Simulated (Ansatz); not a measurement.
**Hypothetical ReO3 type ScCl3: pressure series**

Consider ScCl3 in the ReO3 type structure (space group Pm-3m, No. 221; a = 4.963 Å; a hypothetical phase, not in the database extracts checked).

Cell and atoms are relaxed at each pressure.

Method: r2SCAN, PAW, 500 eV (Ansatz, a first-principles code; without spin-orbit coupling).

Candidates:
(a) pressure 10 GPa
(b) pressure −2 GPa
(c) pressure 1.5 GPa
(d) pressure 5 GPa

Before the change:

```
Item                   Value
-------------------  -------
Smallest direct gap  3.65 eV
```

Order them by smallest direct gap, highest first.

(a) pressure 10 GPa (3.82 eV), (d) pressure 5 GPa (3.78 eV), (c) pressure 1.5 GPa (3.70 eV), (b) pressure −2 GPa (3.55 eV)

Load acts through the strain it causes; cell and atoms are relaxed under it. Stability against distortions was not tested. Competing high-pressure phases were not computed. The final runs are not spin-polarised.
